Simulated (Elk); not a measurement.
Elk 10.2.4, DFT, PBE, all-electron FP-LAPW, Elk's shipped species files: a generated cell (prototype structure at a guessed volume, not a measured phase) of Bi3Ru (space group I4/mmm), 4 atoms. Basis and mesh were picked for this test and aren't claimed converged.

| Item | Value |
|---|---|
| cell | 5.87, 5.87, 5.87 Å; 135.5, 135.5, 64.8° |
| task | ground state |
| xctype | 20 |
| swidth | 0.004 Hartree |
| k mesh (ngridk) | 8×8×8 |
| maxscl | 100 |
| rgkmax | 7 (default) |
| empty states an atom (nempty) | 4 (default) |
| epspot (Hartree) | 1e-06 (default) |
| epsengy (Hartree) | 0.0001 (default) |
| k-points after symmetry | 59 |
| largest matrix size | 266 |
| valence states | 47 |

Settings of this run: mixtype = 3, mixsdb = 5, broydpm = [0.05, 0.15], tefvit = false; 4 threads, 1 BLAS thread.

```tsv
loop	total energy (Hartree)	RMS change in potential
1	-69300.9781800	-
2	-69300.9811606	0.2098698274
3	-69300.9921903	0.2065769878
4	-69300.9358208	0.2015753696
5	-69300.3674231	0.1809220482
6	-69299.6047639	0.1705362998
7	-69285.4525396	0.2344124299E-01
8	-69280.4925089	0.1200151931E-01
9	-69278.8553788	0.7598104222E-02
10	-69278.0125539	0.4177178090E-02
11	-69277.6247131	0.1953023859E-02
12	-69277.3627839	0.9013210459E-03
13	-69277.3087212	0.8464418394E-03
14	-69277.1396908	0.5869034445E-03
…	…	…
19	-69276.9986817	0.1332310872E-03
20	-69276.9717544	0.9081015363E-04
21	-69276.9290969	0.4398752775E-04
22	-69276.9203817	0.3368743354E-04
23	-69276.9186759	0.1713021314E-04
24	-69276.9199625	0.1335750914E-04
25	-69276.9205151	0.1126038807E-04
26	-69276.9206065	0.9923909521E-05
…	…	…
30	-69276.9218315	0.2295985627E-05
31	-69276.9215518	0.1633999658E-05
32	-69276.9211624	0.1039166092E-05
33	-69276.9208545	0.6477938458E-06
34	-69276.9207479	0.5349041723E-06
35	-69276.9207003	0.4575237542E-06
36	-69276.9206919	0.3656806166E-06
37	-69276.9206507	-
```

It converged after 37 self-consistent loops.

Task: The cycle is slow. Which setting should be changed?

Result: This is not unique; one that fits is broydpm = [0.4, 0.15] (default) (19 self-consistent loops) or broydpm = [0.7, 0.15] (19 self-consistent loops) or broydpm = [0.4, 0.01] (19 self-consistent loops), all else kept. The other changes of this size gave: broydpm = [0.4, 0.5] (21); broydpm = [0.1, 0.15] (25); broydpm = [0.2, 0.15] (25). The first change moves the result by: energy 0.26 meV/atom. Counts are of single runs.
